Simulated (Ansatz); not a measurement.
# Point defect Si interstitial in metastable 2H silicon carbide

The numbers are results of PBE, PAW (plane waves to 420 eV; Ansatz, a program for electronic structure), not measurements. Cell: 96 sites, 3×2×2; final energies on a 2×2×2 shifted mesh. Site at the start: void with 1C3Si nearest. Finite-size correction: monopole term and site-potential alignment. Dielectric constants: PBE linear response of the host. Host gap at this level: 2.31 eV. These values are not converged in cell size to better than tenths of an eV. Levels are measured in PBE's own, too narrow, gap. Spin–orbit coupling is left out. Each state is the lowest found from its start.

Formation energies E_f are given with the Fermi level at the valence-band maximum. Chemical conditions: C-rich (Δμ(Si) = -0.40 eV; only phases computed here count, gases as isolated molecules at 0 K); Si-rich (Δμ(Si) = 0.00 eV; only phases computed here count, gases as isolated molecules at 0 K). Reference phases: Si: silicon.

The name describes the start; the neighbours show where the added atom ended.

| charge | moment (μB) | largest move off a lattice site (Å) | neighbours of the added atom at the end (Å) | image correction with alignment (eV) | E_f, C-rich (eV) | E_f, Si-rich (eV) |
|---|---|---|---|---|---|---|
| +4 | not spin-polarised | 0.22 | C 1.85, C 1.85, C 1.85 | 3.50 | 6.38 | 5.98 |
| +2 | not spin-polarised | 0.21 | C 1.88, C 1.88, C 1.88 | 1.13 | 6.30 | 5.90 |
| +1* | quenched | 0.23 | C 1.87, C 1.87, C 1.88 | – | – | – |
| 0* | not spin-polarised | 0.19 | C 1.93, C 1.93, C 1.95, Si 2.21, Si 2.21, Si 2.26 | – | – | – |

* At this level the carrier isn't localised at the defect: at charge +1 electrons occupy the conduction band; at charge 0 electrons occupy the conduction band. Such a state is shallow or no state of the defect, and this cell gives it no level.

Starting moments that weren't kept: charge +1 began with 1 μB and ended with 0.0.

No other site or start that was run ended lower by more than 0.1 eV.

Flagged in the runs: a host whose relaxation on this sampling wasn't shown to rest, a strain field that reaches the edge of the cell.
